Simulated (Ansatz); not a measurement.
## Thickness series in CaO

Consider CaO in the rock salt structure (space group Fm-3m, No. 225; a = 4.795 Å). Axes: x, y, z lie along the cube axes.

Free-standing slabs (2 atom(s) a layer) normal to the z axis with 15 Å of vacuum; in-plane cell held at bulk.

The values are results of Ansatz (an electronic-structure program) r2SCAN, no SOC, not measurements.

Notes on the quantities. layer's space group: with vacuum; excess energy per area of both faces: slab less bulk energy over the cell's area: twice a surface energy.

| change | band gap | layer's space group | excess energy per area of both faces | shortest interatomic distance | thickness between the outermost nuclei |
|---|---|---|---|---|---|
| base | 4.20 eV | – | – | 2.397 Å | – |
| 1 layer | 2.66 eV | P4/mmm (No. 123) | – | 2.397 Å | – |
| 2 layers | 3.11 eV | P4/nmm (No. 129) | 1.54 J/m² | 2.299 Å | 2.34 Å |
| 3 layers | 3.34 eV | P4/mmm (No. 123) | 1.59 J/m² | 2.349 Å | 4.73 Å |
| 4 layers | 3.41 eV | P4/nmm (No. 129) | 1.58 J/m² | 2.343 Å | 7.13 Å |
| 5 layers | ___ | P4/mmm (No. 123) | 1.58 J/m² | 2.344 Å | 9.53 Å |
| 6 layers | 3.47 eV | P4/nmm (No. 129) | 1.58 J/m² | 2.344 Å | 11.92 Å |
| 7 layers | 3.48 eV | P4/mmm (No. 123) | 1.58 J/m² | 2.344 Å | 14.32 Å |

Q: What belongs in the blanks?

A: 
- 5 layers, band gap: 3.45 eV

Slab and bulk use different k-meshes, which limits the precision of the excess energy. No phonon test of stability was made.
